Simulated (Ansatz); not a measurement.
InP (F-43m), Ansatz (a quantum-chemistry and plane-wave program) with PBEsol, rigid bands: N_c = 2.87e17 cm⁻³ at 300 K and an electron conductivity mass of 0.0559 mₑ.

Problem. For 1e16 electrons per cm³ at 300 K, place the Fermi level, estimate the Seebeck coefficient of a parabolic band with constant τ, and give mobility and conductivity for τ = 20 fs.

Solution. The level lies k_BT ln(N_c/n) = 0.087 eV below the conduction-band minimum. S ≈ −(k_B/e)[ln(N_c/n) + 5/2] = -505 μV/K, against -501 μV/K from the full bands (mean over directions). μ = eτ/m = 629 cm²/(V·s) and σ = neμ = 1.01 S/cm. τ is assumed, not computed.

Band transport and this doping are assumed; polarons and phonon drag are left out. Spin-orbit coupling is left out.
